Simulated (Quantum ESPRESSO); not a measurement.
A self-consistent single point of Mg3Sc (P6_3/mmc, 8 atoms in the cell) with Quantum ESPRESSO.

Method: PBEsol, PseudoDojo standard norm-conserving (PBESOL) pseudopotentials (plane waves; Quantum ESPRESSO 7.5).

```
CELL_PARAMETERS angstrom
      6.27633     0.00000     0.00000
     -3.13816     5.43546     0.00000
      0.00000     0.00000     4.98828
ATOMIC_POSITIONS crystal
  Mg 0.16662 0.33324 0.25000
  Mg 0.83338 0.66676 0.75000
  Mg 0.83338 0.16662 0.75000
  Mg 0.16662 0.83338 0.25000
  Mg 0.66676 0.83338 0.25000
  Mg 0.33324 0.16662 0.75000
  Sc 0.66667 0.33333 0.25000
  Sc 0.33333 0.66667 0.75000
```

Reference input (self-consistent single point, DFT, PBEsol, plane waves, PseudoDojo standard norm-conserving (PBESOL) pseudopotentials): ecutwfc = 85 Ry; occupations = smearing; smearing = fd; degauss = 0.0073499 Ry; potentials = {Mg: Mg.upf, Sc: Sc.upf}; K_POINTS = automatic 4 4 5 0 0 0; conv_thr = 1e-10 Ry; mixing_beta = 0.5. This run's input differs from it in these lines:

```diff
@@ -37,3 +37,3 @@
 K_POINTS automatic
-4 4 5  0 0 0
+5 5 6  0 0 0
```

Log, with long lists cut:

```
     Self-consistent Calculation

     iteration #  1     ecut=    85.00 Ry     beta= 0.50

---- Real-time Memory Report at c_bands before calling an iterative solver
           352 MiB given to the printing process from OS
           317 MiB allocation reported by mallinfo(arena+hblkhd)
------------------

     Threshold (ethr) on eigenvalues was too large:
     Diagonalizing with lowered threshold

---- Real-time Memory Report at c_bands before calling an iterative solver
           393 MiB given to the printing process from OS
           331 MiB allocation reported by mallinfo(arena+hblkhd)
------------------

   [... lines left out ...]

---- Real-time Memory Report at c_bands before calling an iterative solver
           426 MiB given to the printing process from OS
           403 MiB allocation reported by mallinfo(arena+hblkhd)
------------------

     total energy              =    -904.99497667 Ry
     estimated scf accuracy    <          4.3E-10 Ry

     iteration # 11     ecut=    85.00 Ry     beta= 0.50

---- Real-time Memory Report at c_bands before calling an iterative solver
           431 MiB given to the printing process from OS
           406 MiB allocation reported by mallinfo(arena+hblkhd)
------------------
     End of self-consistent calculation

     the Fermi energy is     7.1670 ev

!    total energy              =    -904.99497667 Ry
     estimated scf accuracy    <          4.6E-12 Ry
     smearing contrib. (-TS)   =      -0.01665679 Ry
     internal energy E=F+TS    =    -904.97831988 Ry

     convergence has been achieved in  11 iterations

     Forces acting on atoms (cartesian axes, Ry/au):

     atom    1 type  1   force =     0.00000000    0.00044696    0.00000000
     atom    2 type  1   force =    -0.00000000   -0.00044696    0.00000000
     atom    3 type  1   force =    -0.00038708    0.00022348    0.00000000
     atom    4 type  1   force =     0.00038708   -0.00022348   -0.00000000
     atom    5 type  1   force =    -0.00038708   -0.00022348   -0.00000000
   [... lines left out ...]

     Total force =     0.001095     Total SCF correction =     0.000004

          total   stress  (Ry/bohr**3)                   (kbar)     P=       26.09
   0.00018040   0.00000000   0.00000000           26.54        0.00        0.00
   0.00000000   0.00018040   0.00000000            0.00       26.54        0.00
   0.00000000   0.00000000   0.00017118            0.00        0.00       25.18

   JOB DONE.
```

The run converged in 11 iterations. Against the reference run the free energy rises by 1.2 meV/atom, the pressure stays at 2.61 GPa and the largest force goes from 0.022 to 0.011 eV/Å.

The starting cell comes from a database of computed structures (which also holds hypothetical and non-ambient phases and stackings), without a prior relaxation at this level. Its lattice was rescaled by a random factor within 2.5 % of one.

Cost on one core of a shared machine: roughly 3 min.
